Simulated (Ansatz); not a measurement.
Li2MnO3 (C2/m, No. 12) was calculated with rVV10 (Ansatz, a program for electronic structure, plane waves, PAW).

Settings: plane-wave cutoff 520 eV, 8×8×8 k mesh, Fermi–Dirac smearing 0.01 eV, spin-polarised with parallel moments, scalar-relativistic PAW data made under PBE.

Energies at three volumes about the minimum:

```csv
V (Å³/atom),E − E_lowest (meV/atom)
8.275,1.28
8.444,0.00
8.613,1.21
```

Fit a parabola by hand: where is the minimum, and what is the bulk modulus?

Slopes: (0.00 − 1.28)/(8.444 − 8.275) = -7.574 and (1.21 − 0.00)/(8.613 − 8.444) = 7.160 meV/Å³. Curvature E″ = 2 × (7.160 − (-7.574))/(8.613 − 8.275) = 87.183 meV/Å⁶. From the middle of the first interval, the slope vanishes at V0 = 8.3595 − (-7.574)/87.183 = 8.446 Å³/atom. B = V0 E″ = 8.446 × 87.183 meV/Å³ × 0.1602 GPa per meV/Å³ = 118 GPa. The full Birch–Murnaghan fit to all volumes gives V0 = 8.443 Å³/atom and B0 = 118 GPa.

Shape and atoms are relaxed at each volume.

Note: the magnetic order was assumed, not searched for or taken from measurement; the relaxation could not lower the start's symmetry, so the cell can be a saddle point above a distorted one; without U or exact exchange, gaps and moments of open d shells tend to come out too small; the bulk modulus comes from volumes at which shape and atoms were relaxed.
